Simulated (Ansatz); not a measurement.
Take WS2 in the 2H-MoS2 type structure (space group P6_3/mmc, No. 194; layered, stacked along the Cartesian z axis) as the base.

```xyz
6
Lattice="3.1148 0.0000 0.0000 -1.5574 2.6975 0.0000 0.0000 0.0000 11.7731" Properties=species:S:1:pos:R:3 pbc="T T T"
W      0.0000     1.7983     2.9433
W      1.5574     0.8992     8.8298
S      0.0000     1.7983     7.2577
S      1.5574     0.8992     1.3711
S      1.5574     0.8992     4.5154
S      0.0000     1.7983    10.4019
```

All numbers come from PBEsol-D3(BJ) (Ansatz, an electronic-structure program; PAW; 420 eV plane waves; no SOC).

For the base:

The valence-band top at Γ is 0.00, -1.26, -1.60 eV and the hole mass comes out as 0.96 mₑ along c, 0.46 mₑ across (at Γ). The volume per atom comes out as 16.49 Å³.

Now apply this change: cell and atoms relaxed at a pressure of 15 GPa.

### Question
What happens to the valence-band top at Γ, hole mass and volume per atom?

### Answer
The valence-band top at Γ (three highest levels, from the VBM) goes from 0.00, -1.26, -1.60 eV to 0.00, -0.82, -2.35 eV; the hole mass goes from 0.96 mₑ along c, 0.46 mₑ across (at Γ) to 1.5 mₑ along c, 0.26 mₑ across (at Γ); the volume per atom decreases by 1.98 Å³ to 14.51 Å³.

With W present, leaving out spin-orbit coupling can change the band edges. The levels and masses belong to the bands next to the band gap. Load acts through the strain it causes; cell and atoms are relaxed under it. Masses are band curvatures over ±0.01 Å⁻¹ around the edge. Stability against distortions was not tested. Competing high-pressure phases were not computed.
